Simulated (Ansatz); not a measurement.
Al2Cu: response to strain

The reference is Al$_{2}$Cu (space group I4/mcm, No. 140; a = 6.0058 Å, c = 4.7897 Å). Axes: x, y, z lie along a, b, c of the conventional cell.

Strains are applied to the cell and any free atomic positions relax.

Method: r2SCAN (Ansatz, a program for electronic structure), spin-orbit coupling left out.

Candidates:
(a) isotropic strain +4.31 %
(b) uniaxial strain ε_xx = −0.36 %
(c) tensor shear ε_yz = −3.79 %

Notes on the quantities. energy relative to the base: free energy F.

### Question
Order them by energy relative to the base, highest first.

### Answer
(a) isotropic strain +4.31 % (+73 meV/atom), (c) tensor shear ε_yz = −3.79 % (+8.2 meV/atom), (b) uniaxial strain ε_xx = −0.36 % (+0.1 meV/atom)

Without a gap, meshes like the base's 12×12×12 leave anisotropic stresses uncertain by several tenths of a GPa, and small strain energies with them. No phonon test of stability was made. The final runs are not spin-polarised.
